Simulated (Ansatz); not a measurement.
Start from ZnS in the wurtzite structure (space group P6_3mc, No. 186; a = 3.8451 Å, c = 6.3057 Å).

Computed with PBE, PAW, 420 eV (Ansatz, an electronic-structure program; no SOC).

Before the change:

```
Quantity                              Value
---------------------  --------------------
Lattice parameter a                 3.845 Å
Valence-band top at Γ  0.00, 0.00, -0.07 eV
```

Now apply this change: full substitution S → O; the structure is relaxed again.

Tabulated Pauling electronegativity and covalent radius: S 2.58, 1.05 Å; O 3.44, 0.66 Å.

Question: Estimate the effect on the lattice parameter a and valence-band top at Γ.

Answer: The lattice parameter a shrinks by 0.566 Å (3.845 Å → 3.279 Å); the valence-band top at Γ (three highest levels, from the VBM) becomes 0.00, 0.00, -0.08 eV (base: 0.00, 0.00, -0.07 eV).

The levels and masses belong to the bands next to the band gap. No phonon test of stability was made.
